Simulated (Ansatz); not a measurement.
# GeSi3 (model structure, P-4m2, No. 115, 4 atoms in the cell)

These are r²SCAN+SOC (Ansatz, a quantum-chemistry and plane-wave program, plane waves, PAW) values and carry that method's errors.

Settings: plane-wave cutoff 560 eV, 10×10×6 k mesh (along the axes of the cell as run), Fermi–Dirac smearing 0.01 eV, PAW data made under PBE.

Cell (relaxed with PBEsol):

Space group P-4m2 (No. 115); a = b = 3.880 Å, c = 5.484 Å, α = β = γ = 90.00°

```csv
atom,site,symmetry,x,y,z
Si,2g,2mm.,0.0000,0.5000,0.2448
Si,1a,-4m2,0.0000,0.0000,0.0000
Ge,1c,-4m2,0.5000,0.5000,0.5000
```

* **band gap**: 0.50 eV (indirect)
* **smallest direct gap on the k points sampled**: 0.80 eV

Note: the relaxation could raise the start's symmetry but not lower it, so the cell can be a saddle point; cell and atoms aren't relaxed at this level (largest force component 0.03 eV/Å, pressure 0.4 GPa).

Static lattice: no zero-point or thermal effects.

Computing time: roughly 100 core-seconds.

A model structure was made by putting elements into a prototype or built by hand; it is no filed structure, need not be a known phase, and can be a saddle point held by its symmetry.
